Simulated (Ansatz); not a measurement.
A computed series for Mo2C: pressure series

The reference is Mo2C (space group Pbcn, No. 60; a = 4.7050 Å, b = 6.0100 Å, c = 5.1764 Å).

Cell and atoms are relaxed at each pressure.

All numbers come from PBEsol, PAW, 420 eV (Ansatz, an electronic-structure program; no spin-orbit coupling).

Two rows of this table had their results exchanged by mistake.

```csv
pressure,volume per atom (Å³),shortest distance (Å),band gap
pressure −2 GPa,12.28,2.087,zero
pressure −1 GPa,12.24,2.085,zero
pressure 0.3 GPa,12.19,2.083,zero
pressure 0.7 GPa,12.17,2.082,zero
pressure 1.5 GPa,12.14,2.081,zero
pressure 3 GPa,12.08,2.078,zero
pressure 5 GPa,11.84,2.067,zero
pressure 7.5 GPa,11.92,2.071,zero
pressure 10 GPa,12.01,2.075,zero
```

Question: Which two?

Answer: The rows for pressure 5 GPa and pressure 10 GPa: the volume has to fall steadily with pressure, so 12.01 Å³ belongs to pressure 5 GPa and 11.84 Å³ to pressure 10 GPa.

Load acts through the strain it causes; cell and atoms are relaxed under it. No phonon test of stability was made. Competing high-pressure phases were not computed. The final runs are not spin-polarised.
